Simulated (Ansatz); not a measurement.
**Zr₂BSe (space group P6_3/mmc, No. 194; a hypothetical phase, not in the database extracts checked)**

```
Zr2BSe
1.0
    3.53401     0.00000     0.00000
   -1.76701     3.06055     0.00000
    0.00000     0.00000    12.57807
Zr B Se
4 2 2
Direct
  0.33333   0.66667   0.39848
  0.66667   0.33333   0.60152
  0.66667   0.33333   0.89848
  0.33333   0.66667   0.10152
  0.00000   0.00000   0.50000
  0.00000   0.00000   0.00000
  0.66667   0.33333   0.25000
  0.33333   0.66667   0.75000
```

Method: DFT with PBEsol, PAW potentials and a 420 eV plane-wave cutoff in Ansatz (an electronic-structure program), scalar-relativistic without spin-orbit coupling. k-mesh 15×15×4 (Γ-centred); smearing 0.05 eV (Fermi–Dirac).

```json
{
  "volume_per_atom": "17.01 Å³",
  "density": "6.65 g/cm³",
  "band_gap": "zero",
  "total_energy": "-3459.687 eV/atom (σ→0; compares only within this code and set-up)"
}
```

No phonon test of stability was made. The final runs are not spin-polarised.
